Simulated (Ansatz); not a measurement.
The starting structures come from a database of crystals and need not be the phases stable at ambient conditions.

# Evanescent states of Pb2OF2 (P4_2/nmc, not sure to be the ambient phase, 20 atoms a cell, 19.6 Å³ an atom, -2 GPa at this level) along the normal of (110)

Calculation: PBEsol (plane waves, PAW; Ansatz, a program for electronic structure).

The gap is the functional's own. No spin-orbit coupling. Mid-gap values are interpolated on the energy grid.

Energies count from the valence-band top; κ is the least over a 6×4 mesh across the current.

| E (eV) | κ (1/Å) | where |
|---|---|---|
| 0.07 | 0.185 | Γ |
| 0.21 | 0.238 | Γ |
| 0.35 | 0.263 | Γ |
| 0.49 | 0.281 | Γ |
| 0.63 | 0.294 | Γ |
| 0.77 | 0.303 | Γ |
| 0.91 | 0.308 | Γ |
| 1.05 | 0.310 | Γ |
| 1.19 | 0.310 | Γ |
| 1.33 | 0.307 | Γ |
| 1.47 | 0.302 | Γ |
| 1.61 | 0.295 | Γ |
| 1.75 | 0.285 | Γ |
| 1.89 | 0.273 | Γ |
| 2.03 | 0.257 | Γ |
| 2.17 | 0.238 | Γ |
| 2.31 | 0.214 | Γ |
| 2.45 | 0.184 | Γ |
| 2.59 | 0.143 | Γ |
| 2.73 | 0.075 | Γ |

### Question
How thick must the barrier be to attenuate the transmission by 10^4 when the electrodes' Fermi level lies at 2.17 eV, and what attenuation does that film give at 2.45 eV?

### Answer
d = 4 ln 10 / (2 × 0.238) = 19.3 Å. At 2.45 eV it gives 4 × 0.184/0.238 = 3.1 decades.
